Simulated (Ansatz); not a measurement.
Fluorite PbF₂ (high-temperature phase) was calculated with LC-ωPBE in Ansatz (plane waves, PAW).

Run with plane-wave cutoff 460 eV, 8×8×8 k mesh, Fermi–Dirac smearing 0.01 eV, scalar-relativistic PAW data made under PBE.

Pressure at four volumes; x = ln(V/17.478 Å³). One pressure is withheld.

```csv
V (Å³/atom),x,P (GPa)
16.604,-0.0513,4.29
17.478,0.0000,0.05
17.915,0.0247,-1.65
18.352,0.0488,?
```

Task: Pass a parabola P(x) through the three rows shown, estimate the bulk modulus and its pressure derivative near zero pressure, and predict the withheld pressure.

Result: Slopes between the rows: (0.05 − (4.29))/(0.0000 − (-0.0513)) = -82.65 and (-1.65 − (0.05))/(0.0247 − (0.0000)) = -68.83 GPa. Their difference over the span 0.0760 is c = 13.82/0.0760 = 181.8 GPa, so P(x) = 4.29 + (-82.65)(x − (-0.0513)) + 181.8 (x − (-0.0513))(x − (0.0000)). At the middle row B = −dP/dx = −[-82.65 + 181.8 × 0.0513] = 73.3 GPa, and B′ = dB/dP = 2c/B = 5.0. At x = 0.0488 the parabola gives -3.10 GPa; the run gives -3.12 GPa. The Birch–Murnaghan fit to the energies at all volumes has B0 = 72.8 GPa and B′ = 4.7.

Measured, for comparison: bulk modulus 64 GPa (temperature not stated, not corrected to a static lattice; as tabulated in Cadelano and Cappellini (2011), arXiv:1107.5962). Computed (rounded) less measured: bulk modulus +14 %.

Spin–orbit coupling is not included; it can shift volumes and moduli of such heavy elements.

Ansatz is an electronic-structure program.
